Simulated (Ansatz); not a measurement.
## Response to strain in Ga2O3

Consider Ga2O3 in the corundum structure (space group R-3c, No. 167; a = 5.0577 Å, c = 13.6230 Å (hexagonal axes)). Axes: x lies along a and z along c of the hexagonal cell.

Strains are applied to the cell and any free atomic positions relax; under biaxial strain the out-of-plane vector relaxes too.

All numbers come from PBE in Ansatz (plane waves to 420 eV, PAW, no SOC).

Notes on the quantities. energy relative to the base: free energy F.

| biaxial strain, plane normal [001], relaxed out of plane (%) | energy relative to the base (meV/atom) |
|---|---|
| -3 | 25.8 |
| -2.25 | ? |
| -1.5 | 6.3 |
| -0.75 | 1.6 |
| 0 | 0.0 |

Question: Fit ΔE = Aε² + Bε³ (ε in %) to the rows shown and predict the withheld row.

Answer: Least squares on the printed values gives A = 2.75 and B = -0.040 meV/atom (largest residual 0.0 meV/atom); this predicts 14.4 meV/atom, and the run gives 14.3 meV/atom, in agreement.

No phonon test of stability was made.

Ansatz is a program for electronic structure.
